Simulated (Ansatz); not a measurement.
We consider V2Se9 (C2/c, No. 15, 22 atoms in the cell; start mp-28256), described by PBEsol+SOC in Ansatz (plane waves, PAW).

Settings: plane-wave cutoff 520 eV, 4×4×4 k mesh, Fermi–Dirac smearing 0.01 eV, PAW data made under PBE.

Cell (relaxed with PBE-D3(BJ)):

```cif
data_Se18V4
_chemical_formula_sum 'V4 Se18'
_space_group_name_H-M_alt 'P 1'
_space_group_IT_number 1
_cell_length_a 8.02374
_cell_length_b 8.02374
_cell_length_c 7.95878
_cell_angle_alpha 93.008
_cell_angle_beta 93.008
_cell_angle_gamma 99.069
loop_
_space_group_symop_operation_xyz
  'x, y, z'
loop_
_atom_site_label
_atom_site_type_symbol
_atom_site_fract_x
_atom_site_fract_y
_atom_site_fract_z
_atom_site_occupancy
V1 V 0.13610 0.60113 0.08327 1
V2 V 0.86390 0.39887 0.91673 1
V3 V 0.39887 0.86390 0.41673 1
V4 V 0.60113 0.13610 0.58327 1
Se1 Se 0.29173 0.58937 0.54779 1
Se2 Se 0.70827 0.41063 0.45221 1
Se3 Se 0.41063 0.70827 0.95221 1
Se4 Se 0.58937 0.29173 0.04779 1
Se5 Se 0.91485 0.29005 0.61008 1
Se6 Se 0.08515 0.70995 0.38992 1
Se7 Se 0.70995 0.08515 0.88992 1
Se8 Se 0.29005 0.91485 0.11008 1
Se9 Se 0.68165 0.84290 0.55855 1
Se10 Se 0.31835 0.15710 0.44145 1
Se11 Se 0.15710 0.31835 0.94145 1
Se12 Se 0.84290 0.68165 0.05855 1
Se13 Se 0.68260 0.99379 0.31810 1
Se14 Se 0.31740 0.00621 0.68190 1
Se15 Se 0.00621 0.31740 0.18190 1
Se16 Se 0.99379 0.68260 0.81810 1
Se17 Se 0.41694 0.58306 0.25000 1
Se18 Se 0.58306 0.41694 0.75000 1
```

What does this level give for the band gap, smallest direct gap on the k points sampled and direct gap at Γ?


band gap: 0.39 eV (indirect)
smallest direct gap on the k points sampled: 0.45 eV
direct gap at Γ: 1.00 eV

Note: cell and atoms aren't relaxed at this level (largest force component 0.26 eV/Å, pressure -0.8 GPa).

The computed numbers hold no vibrational or temperature effects.

A start named mp-… is a Materials Project structure, which need not be a measured phase.

Ansatz is an electronic-structure program.
